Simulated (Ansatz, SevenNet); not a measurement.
**Ladder of methods for the lattice parameter c of NiAs-type NiSb**

Reference value: 5.148 Å (measured, temperature not stated, not corrected to a static lattice; as tabulated in Wikipedia's data pages).

```tsv
level (code)	value (Å)	difference (%)
SevenNet-0	5.126	-0.43
LDA (Ansatz)	5.027	-2.35
PBE (Ansatz)	5.158	+0.19
PBE-D4 (Ansatz)	5.107	-0.80
r²SCAN+SOC (Ansatz)	5.122	-0.51
HSE06 (Ansatz)	5.127	-0.41
Hartree–Fock (Ansatz)	5.330	+3.54
```

The reference's temperature isn't stated, so close values are not ranked against it. Off by more than 1.75 %, or 2.45 % on the side where a correction would as a rule narrow the miss (bounds picked here): Hartree–Fock (+3.54 %).

The measured value isn't corrected to a static lattice, so vibrations enter the comparison. The crystal itself was run without spin with LDA, PBE, PBE-D4, HSE06, Hartree–Fock; a magnetic state was not tried in these runs. HSE06: exact exchange on metals is sensitive to the k mesh and can open a false gap. Hartree–Fock: the run has no spin polarisation, so it can have missed a magnetic state. Cutoffs and k meshes differ between the levels. Ansatz's density-functional and Hartree–Fock values are scalar-relativistic unless marked +SOC, with PAW data made under PBE.

Machine-learned potentials (SevenNet-0) are trained on DFT data: a solid inside that data is no test of them.

Differences are worked out from the printed values.

Ansatz is an electronic-structure program.
